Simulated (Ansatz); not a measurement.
Consider Nb in the bcc (W type) structure (space group Im-3m, No. 229; a = 3.273 Å; relaxed with 0.1 eV smearing).

The values are results of PBEsol/PAW in Ansatz (an electronic-structure program), scalar-relativistic without spin-orbit coupling, not measurements.

Before the change:

Pressure: 0.0 GPa

It is then changed as follows: every lattice vector is shortened by 0.50 %, atoms relaxed at fixed cell.

Q: How does this affect the energy relative to the base?

A: The energy goes up by 2.3 meV/atom.

Q: Predict the new pressure.

A: The pressure goes from zero to 2.8 GPa.

The cells carry an imposed strain or load. Whether these cells are dynamically stable was not tested. All final runs are without spin polarisation.
